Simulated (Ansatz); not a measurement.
# CdSe, response to strain

Base system: CdSe in the wurtzite structure (space group P6_3mc, No. 186; a = 4.383 Å, c = 7.154 Å). Axes: x lies along a and z along c of the hexagonal cell.

Strains are applied to the cell and any free atomic positions relax; under biaxial strain the out-of-plane vector relaxes too.

Level of theory: plane-wave PAW DFT at the PBE level (Ansatz, a quantum-chemistry and plane-wave program, 420 eV), no SOC.

Candidates:
(a) biaxial strain +1.80 %, plane normal [001], relaxed out of plane
(b) biaxial strain +0.60 %, plane normal [001], relaxed out of plane
(c) biaxial strain +1.20 %, plane normal [001], relaxed out of plane

Question: Order them by out-of-plane strain, highest first.

Answer: (b) biaxial strain +0.60 %, plane normal [001], relaxed out of plane (-0.51 %), (c) biaxial strain +1.20 %, plane normal [001], relaxed out of plane (-0.99 %), (a) biaxial strain +1.80 %, plane normal [001], relaxed out of plane (-1.48 %)

Whether these cells are dynamically stable was not tested.
